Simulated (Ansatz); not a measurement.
Consider Mo-vacancy pair (Mo on one host Ru site, one Ru site vacant) in hcp Ru, neutral cell. Method: PBE, PAW (plane waves to 420 eV; Ansatz, a first-principles code).

Cell of 36 host sites held at the relaxed PBE lattice; a 2×2×2 k-point mesh shifted by half a step along c; Fermi-Dirac width 0.10 eV, spin-restricted; finite-size errors left in. Energies are static. Forms of the defect that were not tried may lie lower.

Barriers: single points on a 4×4×4 k-point mesh shifted by half a step along c at the bands' geometries (they differ from the bands' own by up to 0.25 eV, and are uncertain by about as much).

The step: direct exchange of Mo with the vacancy (Mo-vacancy distance between ideal sites 2.72 Å throughout). Atoms about the jump, Cartesian Å from the middle of the jump, before and after:

```
atom     x0     y0     z0     x1     y1     z1
----  -----  -----  -----  -----  -----  -----
Mo1    1.34   0.00   0.00  -1.34   0.00   0.00
Ru2    0.01   2.40   0.00  -0.01   2.40   0.00
Ru3   -0.02  -0.78   2.15   0.02  -0.78   2.15
Ru4   -0.02  -0.78  -2.15   0.02  -0.78  -2.15
Ru5    0.00  -2.37   0.00   0.00  -2.37   0.00
Ru6   -1.35   1.54   2.12  -1.35   1.58   2.17
Ru7    1.35   1.58   2.16   1.35   1.55   2.13
Ru8    1.35   1.58  -2.17   1.35   1.54  -2.12
Ru9   -1.35   1.55  -2.13  -1.35   1.58  -2.16
```

### Question
Predict the transition state.

### Answer

```csv
atom,x,y,z
Mo1,-0.01,0.14,0.00
Ru2,-0.01,2.58,0.00
Ru3,-0.01,-0.85,2.26
Ru4,-0.01,-0.85,-2.26
Ru5,-0.01,-2.47,0.00
Ru6,-1.33,1.55,2.12
Ru7,1.32,1.55,2.12
Ru8,1.32,1.55,-2.12
Ru9,-1.33,1.55,-2.12
```
It lies 1.97 eV above the start and 1.97 eV above the end. The program found a first-order saddle point.
